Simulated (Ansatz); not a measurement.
Mg$_{2}$Si (Fm-3m): ε∞ = 15.44, static ε₀ = 23.42, effective LO energy 41.6 meV, hole mass 0.370 mₑ (band masses from HSE06, rigid bands in Ansatz, a program for electronic structure, cell and atoms relaxed with PBEsol; dielectric constants and zone-centre modes from PBE run with Ansatz on its own relaxed cell).

**Question.** Work out the Fröhlich coupling α = (1/ε∞ − 1/ε₀) √(m Ry/ħω_LO) and what it means for transport at 300 K.

**Answer.** 1/ε∞ − 1/ε₀ = 0.0221 and √(m × 13.606 eV/ħω) = 11.0, so α = 0.243; in weak coupling the polaron mass is about m(1 + α/6). By the iterated Boltzmann equation for weak coupling, the polar-phonon-limited mobility is 580 cm²/(V·s) at 300 K (1550 at 200 K, 360 at 400 K).

Model: isotropic Fröhlich coupling of one parabolic band to one effective longitudinal optical (LO) phonon, from the dielectric constants and phonon modes at the zone centre, chosen so that α equals the sum over the polar modes. Acoustic, nonpolar, intervalley and impurity scattering are left out, and they lower the mobility further; with several valleys or bands the averaged mass is a rough stand-in. Semilocal functionals tend to overestimate ε∞, which makes α low and the mobility high.
